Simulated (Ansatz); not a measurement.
Take GaN (space group P6_422, No. 181; a = 3.125 Å, c = 7.359 Å; a hypothetical phase, not in the database extracts checked) as the base.

Levels (all Ansatz, a first-principles code, PAW): PBEsol (420 eV, no spin-orbit coupling); r2SCAN (500 eV, without spin-orbit coupling); HSE06 (420 eV, no spin-orbit coupling).

At the geometry relaxed with PBEsol, these levels gave the following band gaps, in shuffled order: (a) 1.47 eV, (b) 2.67 eV, (c) 1.90 eV.

Problem. Match each gap to its level.

Solution. (a) PBEsol; (b) HSE06; (c) r2SCAN.

Single points use the geometry relaxed with PBEsol. HSE06 gaps are upper bounds (no full band path). No phonon test of stability was made. The base started in P3_121 and relaxed to P6_422 at this level.
